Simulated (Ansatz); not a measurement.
# Cotunnite HfO₂ (model structure)

All values below come from LDA (PAW; Ansatz, a first-principles code).

Settings: plane-wave cutoff 500 eV, 10×6×6 k mesh (along the axes of the cell as run), gaussian smearing 0.02 eV, scalar-relativistic PAW data made under PBE.

Cell (relaxed at this level):

```xyz
12
Lattice="3.2559 0.0000 0.0000 0.0000 5.4851 0.0000 0.0000 0.0000 6.3971" Properties=species:S:1:pos:R:3 pbc="T T T"
Hf     0.8140     1.3477     0.7248
Hf     2.4419     1.3949     3.9234
Hf     2.4419     4.1374     5.6723
Hf     0.8140     4.0903     2.4738
O      0.8140     1.9708     2.7285
O      2.4419     0.7717     5.9271
O      2.4419     3.5143     3.6686
O      0.8140     4.7134     0.4701
O      2.4419     0.1370     2.1660
O      0.8140     2.6056     5.3645
O      0.8140     5.3482     4.2312
O      2.4419     2.8796     1.0326
```

```
Item                            Value
--------  ---------------------------
band gap  3.24 eV (on the SCF k mesh)
```

Note: the relaxation could raise the start's symmetry but not lower it, so the cell can be a saddle point.

Spin–orbit coupling is not included.

Computed values are for the static lattice.

The result took about 15 core-minutes (a rough figure).

A model structure was made by putting elements into a prototype or built by hand; it is no filed structure, need not be a known phase, and can be a saddle point held by its symmetry.
